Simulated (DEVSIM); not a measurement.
**abrupt GaAs n-p junction**

Structure: abrupt GaAs n-p junction, at 300 K.

```csv
layer (left to right),material,thickness (μm),Nd (cm⁻³),Na (cm⁻³),τn (s),τp (s)
1,GaAs,4.80,1.6e17,-,2e-8,2e-8
2,GaAs,26.0,-,2.5e17,2e-8,2e-8
```

Left contact: ohmic. Right contact: ohmic. Voltage is applied to the left contact. Recombination: SRH at mid-gap, radiative. Mobility is constant in doping.

This is a model device: material constants are rounded textbook-type values typed into the input, and sizes, dopings and lifetimes were drawn at random. Values at 300 K.

| parameter | GaAs |
|---|---|
| gap (eV) | 1.424 |
| affinity (eV) | 4.07 |
| permittivity | 12.9 |
| Nc (cm⁻³) | 4.7e17 |
| Nv (cm⁻³) | 9e18 |
| μn (cm²/Vs) | 8500 |
| μp (cm²/Vs) | 400 |
| B (cm³/s) | 2e-10 |

Model (solved in DEVSIM): 1D drift-diffusion, Boltzmann statistics, complete ionisation; no tunnelling, impact ionisation, image-force lowering or self-heating.

Potential step across the device at zero bias: 1.304 V
Largest field in the device at zero bias: 190000 V/cm
Dark forward voltage at 1 A/cm²: 1.081 V
Dark forward voltage at 100 A/cm²: 1.210 V

Dark reverse current:

```csv
V (V),J (A/cm²)
0.10,7.0e-12
0.25,1.4e-11
0.50,2.5e-11
0.75,3.5e-11
1.00,4.4e-11
1.50,6.1e-11
2.00,7.7e-11
2.50,9.2e-11
3.25,1.1e-10
4.00,1.3e-10
```

Small-signal capacitance in reverse bias (quasi-static):

| V (V) | C (nF/cm²) |
|---|---|
| 0.1 | 81.3 |
| 0.25 | 77.1 |
| 0.5 | 71.4 |
| 0.75 | 66.8 |
| 1 | 63.0 |
| 1.5 | 57.0 |
| 2 | 52.4 |
| 2.5 | 48.8 |
| 3.25 | 44.5 |
| 4 | 41.2 |
